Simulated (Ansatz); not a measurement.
Consider NbRu (space group P2/m, No. 10; a hypothetical phase, not in the database extracts checked).

```yaml
crystal:
  lattice:
    - [4.60376, 0.00000, 0.00000]
    - [0.00000, 3.06864, 0.00000]
    - [-1.55364, 0.00000, 6.78432]
  atoms:
    - { symbol: Nb, position: [0.68981, 0.00000, 0.32376] }
    - { symbol: Nb, position: [0.31019, 0.00000, 0.67624] }
    - { symbol: Nb, position: [0.00000, 0.00000, 0.00000] }
    - { symbol: Ru, position: [0.50000, 0.50000, 0.00000] }
    - { symbol: Ru, position: [0.20530, 0.50000, 0.34804] }
    - { symbol: Ru, position: [0.79470, 0.50000, 0.65196] }
```

Cartesian axes are those of the cell as printed.

(Cell as relaxed with PBE.)

Levels (all Ansatz, a first-principles code, PAW): PBE (420 eV, no spin-orbit coupling); PBEsol (420 eV, no SOC).

Each level relaxes its own structure.

| base | PBE | PBEsol |
|---|---|---|
| volume per atom | 15.97 Å³ | 15.46 Å³ |
| band gap | zero | zero |

One thing is altered: a pure shear with ε_xz = ε_zx = 0.0258; the atoms relax in the strained cell.

```tsv
quantity	PBE	PBEsol
pressure (mean of the normal stresses, compression positive)	0.1 GPa	?
energy relative to the base (free energy F)	+8.7 meV/atom	?
largest internal atomic displacement	0.018 Å	?
shortest interatomic distance	2.697 Å	?
```

Q: Given the PBE results, estimate those of PBEsol.

A: 
- pressure (mean of the normal stresses, compression positive), PBEsol: 0.1 GPa
- energy relative to the base (free energy F), PBEsol: +8.6 meV/atom
- largest internal atomic displacement, PBEsol: 0.017 Å
- shortest interatomic distance, PBEsol: 2.669 Å

PBE's shortest interatomic distance lies 0.0273 Å above PBEsol's (1.0 %); the two agree on the pressure. Neither level is exact; PBEsol is the comparison here, not a measurement.

Without a gap, meshes like the base's 11×15×7 leave anisotropic stresses uncertain by several tenths of a GPa, and small strain energies with them. No phonon test of stability was made. The final runs are not spin-polarised. An odd electron count without spin: NbRu.
